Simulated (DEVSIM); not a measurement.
System: illuminated GaAs p-on-n cell, one wavelength, at 300 K.

Layer 1 from the left is GaAs, thickness (μm) 0.540, Na (cm⁻³) 1.2e18, τn (s) 1.8e-10, τp (s) 5.1e-11, absorption coefficient (cm⁻¹) 6400. Layer 2 from the left is GaAs, thickness (μm) 1.20, Nd (cm⁻³) 4.8e15, τn (s) 1.3e-9, τp (s) 1.3e-9, absorption coefficient (cm⁻¹) 6400.

Left contact: ohmic, minority electron recombination velocity 20 cm/s. Right contact: ohmic, minority hole recombination velocity 4e5 cm/s. Voltage is applied to the left contact. Recombination: SRH at mid-gap, radiative, Auger. Light enters at the left, 3.3e16 photons cm⁻² s⁻¹, one pass, no reflection. Mobility is μmin + (μ − μmin)/(1 + (N/Nref)^α).

Constants are typed, rounded textbook-type inputs, not results; the design itself was drawn at random and stands for no fabricated device. Values at 300 K.

GaAs: gap (eV) 1.424, affinity (eV) 4.07, permittivity 12.9, Nc (cm⁻³) 4.7e17, Nv (cm⁻³) 9e18, μn (cm²/Vs) 8500, μp (cm²/Vs) 400, μn,min 500, μp,min 20, Nref,n 6e16, Nref,p 1.5e17, αn 0.39, αp 0.38, B (cm³/s) 2e-10, Cn (cm⁶/s) 1e-30, Cp (cm⁶/s) 1e-30.

Model (solved in DEVSIM): 1D drift-diffusion, Boltzmann statistics, complete ionisation; no tunnelling, impact ionisation, image-force lowering or self-heating.

Dark forward current:

```tsv
|V| (V)	|J| (A/cm²)
0.05	7.921e-10
0.10	2.761e-9
0.15	8.003e-9
0.20	2.218e-8
0.25	6.064e-8
0.30	1.653e-7
0.35	4.506e-7
0.40	1.231e-6
0.45	3.373e-6
0.50	9.277e-6
0.55	2.564e-5
0.60	7.134e-5
0.65	0.0002005
0.70	0.0005720
0.75	0.001676
0.80	0.005148
0.85	0.01714
0.90	0.06461
0.95	0.2836
1.00	1.425
1.05	7.597
1.10	37.06
1.15	148.1
1.20	501.1
1.25	1534
1.30	4404
```

Q: Work out the local ideality factor n = ΔV / (kT/q · ln(J2/J1)) between the rows 0.15 and 0.20 V, 1.00 and 1.05 V, 1.25 and 1.30 V.

A: kT/q = 25.85 mV. From 0.15 to 0.20 V: ln(2.218e-8/8.003e-9) = 1.019, n = 1.90, near the 2 of recombination in the depletion region. From 1.00 to 1.05 V: ln(7.597/1.425) = 1.674, n = 1.16. From 1.25 to 1.30 V: ln(4404/1534) = 1.055, n = 1.83.

Q: What current could the absorbed light give at most, and what share is collected?

A: Σ αd = 1.11, so qΦ(1 − exp(−Σ αd)) = 3.55 mA/cm². The simulated short-circuit current is 3.093 mA/cm², a share of 0.87.

Q: Estimate the open-circuit voltage by superposition: the voltage at which the dark current equals that short-circuit current.

A: Interpolating ln J in the table gives 0.777 V. The simulation gives 0.774 V; the estimate lies 3 mV above. Superposition holds where collection doesn't change with voltage.

Q: Estimate the fill factor from FF0 = (v − ln(v + 0.72))/(v + 1), v = qVoc/(nkT), with n from the dark curve.

A: The rows about Voc, 0.75 and 0.80 V, give n = 1.72, so v = 17.4 and FF0 = 0.788. The simulation gives 0.740; the estimate lies 6.5 % above.
